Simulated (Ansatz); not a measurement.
Start from ZnS in the wurtzite structure (space group P6_3mc, No. 186).

```
ZnS
1.0
    3.84511     0.00000     0.00000
   -1.92255     3.32996     0.00000
    0.00000     0.00000     6.30566
Zn S
2 2
Cartesian
  1.92255   1.10999   6.30474
  0.00000   2.21997   3.15191
  1.92255   1.10999   3.94322
  0.00000   2.21997   0.79039
```

Level of theory: Ansatz (an electronic-structure program), PBE, PAW, cutoff 420 eV, spin-orbit coupling left out.

Its conduction minimum is a single valley at Γ with mass 0.17 mₑ.

Perturbation: 0.565 electrons added to each cell, a density of 7.0×10^21 cm⁻³, with a uniform compensating background at fixed cell and a 300 K Fermi–Dirac width.

Task: Where would a parabolic band put the Fermi level, and where does the calculation put it?

Result: k_F = (3π²n)^(1/3) = 0.592 Å⁻¹, so ħ²k_F²/2m = 7.8 eV above the band edge at zero temperature. The calculation gives 1.65 eV (to 0.05 eV): the band is strongly non-parabolic or higher valleys fill at this density.

Charged cell with a jellium background: band edges are those of the host's band count, energies are not comparable with the neutral cell, and many-body gap narrowing is missing. The levels and masses belong to the bands next to the band gap. Effective masses come from finite differences of ±0.01 Å⁻¹. No phonon test of stability was made.
